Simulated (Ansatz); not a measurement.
```xyz
1
Lattice="0.0000 1.9595 1.9595 1.9595 0.0000 1.9595 1.9595 1.9595 0.0000" Properties=species:S:1:pos:R:3 pbc="T T T"
Pt     0.0000     0.0000     0.0000
```

Calculation: PBEsol, rigid bands (plane waves, PAW, scalar-relativistic; Ansatz, an electronic-structure program). Cell: cell and atoms relaxed with PBEsol.

Problem. Predict the product ρ₀λ of resistivity and mean free path that follows from the Fermi surface's area.

Solution. 3.4 ×10⁻¹⁶ Ω·m².

Problem. And the Drude plasma energy and the root-mean-square Fermi velocity at 300 K?

Solution. 8.9 eV; 4.8e5 m/s.

A metal at this level (no band gap); rigid bands, thermally averaged at 300 K, both spins. Spin-orbit coupling is left out, which matters with elements this heavy. τ is one relaxation time for all states; the product of resistivity and mean free path takes one path for all states instead.
